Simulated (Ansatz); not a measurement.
**Hypothetical cubic perovskite SrSnSe3: pressure series**

The parent structure is SrSnSe3 in the cubic perovskite structure (space group Pm-3m, No. 221; a hypothetical phase, not in the database extracts checked).

```yaml
crystal:
  lattice:
    - [5.24042, 0.00000, 0.00000]
    - [0.00000, 5.24042, 0.00000]
    - [0.00000, 0.00000, 5.24042]
  atoms:
    - { symbol: Sr, position: [0.00000, 0.00000, 0.00000] }
    - { symbol: Sn, position: [0.50000, 0.50000, 0.50000] }
    - { symbol: Se, position: [0.00000, 0.50000, 0.50000] }
    - { symbol: Se, position: [0.50000, 0.50000, 0.00000] }
    - { symbol: Se, position: [0.50000, 0.00000, 0.50000] }
```

Cell and atoms are relaxed at each pressure.

The values are results of Ansatz (a first-principles code) PBEsol, spin-orbit coupling left out, not measurements.

```json
[
 {"P (GPa)": "-2.00", "V (Å³/atom)": "30.090"},
 {"P (GPa)": "-1.01", "V (Å³/atom)": "29.397"},
 {"P (GPa)": "0.30", "V (Å³/atom)": "28.613"},
 {"P (GPa)": "0.70", "V (Å³/atom)": "28.395"},
 {"P (GPa)": "1.49", "V (Å³/atom)": "27.988"},
 {"P (GPa)": "3.00", "V (Å³/atom)": "27.295"},
 {"P (GPa)": "5.00", "V (Å³/atom)": "26.502"},
 {"P (GPa)": "7.50", "V (Å³/atom)": "25.660"},
 {"P (GPa)": "10.00", "V (Å³/atom)": "24.940"}
]
```

Question: Fit a third-order Birch–Murnaghan equation of state.

Answer: Least squares on P(V) = (3B₀/2)[(V₀/V)^(7/3) − (V₀/V)^(5/3)]·[1 + (3/4)(B₀′ − 4)((V₀/V)^(2/3) − 1)] gives V₀ = 28.78 Å³/atom, B₀ = 50 GPa and B₀′ = 4.6.

Load acts through the strain it causes; cell and atoms are relaxed under it. Whether these cells are dynamically stable was not tested. Competing high-pressure phases were not computed. The final runs are not spin-polarised. Many cubic perovskites are stable only at high temperature; tilts and polar distortions were not tested.
